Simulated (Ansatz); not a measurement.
The reference is YPt3 in the Cu3Au type structure (space group Pm-3m, No. 221; a = 4.063 Å; relaxed with 0.1 eV smearing). Axes: x, y, z lie along the cube axes.

Level of theory: PBEsol/PAW in Ansatz (a program for electronic structure), without spin-orbit coupling.

A first run, uniaxial strain ε_zz = +1.61 %, gives secant values C11 ≈ 270 GPa and C12 ≈ 140 GPa from its stress. A second run applies uniaxial stress, 5 GPa compression along x.

### Question
What does linear elasticity predict for Young's modulus in the second run, and what does the run give?

### Answer
Linear elasticity: (C11 − C12)(C11 + 2 C12)/(C11 + C12) = 170 GPa. The run gives 170 GPa; any difference comes from nonlinear terms at these strains and numerical noise.

Beyond what the load breaks, stability against distortions was not tested. All final runs are without spin polarisation.
